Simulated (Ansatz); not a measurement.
# Pressure series in hypothetical bcc (W type) B

Base system: B in the bcc (W type) structure (space group Im-3m, No. 229; a = 2.2971 Å; a hypothetical phase, not in the database extracts checked).

Cell and atoms are relaxed at each pressure.

All numbers come from PBEsol (Ansatz, a program for electronic structure, PAW, no spin-orbit coupling).

Notes on the quantities. enthalpy: H = E + PV relative to the base's energy.

| variant | volume per atom | enthalpy |
|---|---|---|
| base | 6.06 Å³ | – |
| pressure −2 GPa | 6.11 Å³ | -0.08 eV/atom |
| pressure −1 GPa | 6.08 Å³ | -0.04 eV/atom |
| pressure 0.3 GPa | 6.05 Å³ | +0.01 eV/atom |
| pressure 0.7 GPa | 6.04 Å³ | +0.03 eV/atom |
| pressure 1.5 GPa | 6.02 Å³ | +0.06 eV/atom |
| pressure 3 GPa | … | +0.11 eV/atom |
| pressure 5 GPa | 5.94 Å³ | +0.19 eV/atom |
| pressure 7.5 GPa | … | +0.28 eV/atom |
| pressure 10 GPa | … | +0.37 eV/atom |

Problem. Complete the table.

Solution. 
- pressure 3 GPa, volume per atom: 5.99 Å³
- pressure 7.5 GPa, volume per atom: 5.89 Å³
- pressure 10 GPa, volume per atom: 5.83 Å³

Load acts through the strain it causes; cell and atoms are relaxed under it. No phonon test of stability was made. No other phases were tried under pressure.
